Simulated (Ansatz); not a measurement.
Base system: WSi₂ (space group I4/mmm, No. 139; a = 3.2122 Å, c = 7.8065 Å; relaxed with 0.1 eV smearing). Axes: x, y, z lie along a, b, c of the conventional cell.

Structures relaxed with r2SCAN/PAW in Ansatz (a quantum-chemistry and plane-wave program), no SOC, earlier PAW set.

Base:

Simulated powder pattern, Cu Kα1, λ = 1.54056 Å (kinematic, ideal powder, no thermal factors, no anomalous dispersion; the 10 strongest lines at most, above 2 %, up to 2θ = 90°):

```json
[
 {"2θ (°)": "22.76", "I/Imax (%)": "49", "hkl": "(002)"},
 {"2θ (°)": "30.06", "I/Imax (%)": "100", "hkl": "(101)"},
 {"2θ (°)": "39.65", "I/Imax (%)": "59", "hkl": "(110)"},
 {"2θ (°)": "44.79", "I/Imax (%)": "84", "hkl": "(103)"},
 {"2θ (°)": "46.20", "I/Imax (%)": "33", "hkl": "(112)"},
 {"2θ (°)": "57.32", "I/Imax (%)": "20", "hkl": "(200)"},
 {"2θ (°)": "62.48", "I/Imax (%)": "14", "hkl": "(202)"},
 {"2θ (°)": "66.08", "I/Imax (%)": "23", "hkl": "(211)"},
 {"2θ (°)": "75.54", "I/Imax (%)": "37", "hkl": "(213)"},
 {"2θ (°)": "86.04", "I/Imax (%)": "14", "hkl": "(116)"}
]
```

The change: biaxial strain +4.10 %, plane normal [001], relaxed out of plane (Cartesian); in-plane vectors clamped, the third vector and the atoms free.

Q: Where do the lines fall after the change?

A: 
Simulated powder pattern, Cu Kα1, λ = 1.54056 Å (kinematic, ideal powder, no thermal factors, no anomalous dispersion; the 10 strongest lines at most, above 2 %, up to 2θ = 90°):

```csv
2θ (°),d (Å),I/Imax (%),hkl
23.04,3.857,45,(002)
29.08,3.068,100,(101)
38.02,2.365,61,(110)
44.40,2.038,79,(103)
44.93,2.016,33,(112)
54.87,1.672,21,(200)
60.28,1.534,14,(202)
63.29,1.468,24,(211)
73.15,1.293,37,(213)
85.99,1.130,13,(116)
```

The indices refer to the base's conventional cell; one index is shown for lines that coincide.

No phonon test of stability was made. All final runs are without spin polarisation.
